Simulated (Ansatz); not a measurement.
The starting structures come from a database of crystals and need not be the phases stable at ambient conditions.

 Where the default PAW files enter, the runs use the earlier of Ansatz's two default sets.

The decay constant κ of evanescent states in the gap governs leakage through a thin film.

Consider the following.

```xyz
14
Lattice="4.8188 0.0000 0.0000 2.4094 6.1461 0.0000 0.0000 1.2976 5.2402" Properties=species:S:1:pos:R:3 pbc="T T T"
V      1.1578     2.7329     3.9441
V      6.0704     4.7107     1.2961
V      3.5671     5.3595     3.9162
V      3.6610     2.0842     1.3240
O      2.6993     2.0232     2.7121
O      4.5288     5.4205     2.5282
O      5.1087     6.0693     5.1483
O      2.1194     1.3744     0.0920
O      2.7476     3.8161     0.6895
O      4.4806     3.6276     4.5507
O      5.1569     2.9788     1.9306
O      2.0712     4.4649     3.3096
O      0.5530     0.9732     3.9302
O      4.2657     0.3244     1.3101
```

Space group of this cell: C2/c. The cell is strained (lengths across the current scaled by 1.02, ions clamped); by r2SCAN its mean pressure is -19.7 GPa.

Transport runs along the normal of the first two printed cell vectors.

The gap is the functional's own, uncorrected, and κ follows it; spin-orbit coupling is left out. Mid-gap values are interpolated between the computed energies.

**Question.** Predict the band gap and the smallest decay constant κ at mid-gap from Ansatz (a first-principles code) with r2SCAN.

**Answer.** Gap 1.33 eV on a 8×8×6 mesh; κ = 0.365 1/Å, at (-0.250, 0.333) of the in-plane reciprocal vectors. At the zone centre, at the nearest computed energy, the slowest state has κ = 0.40 1/Å.
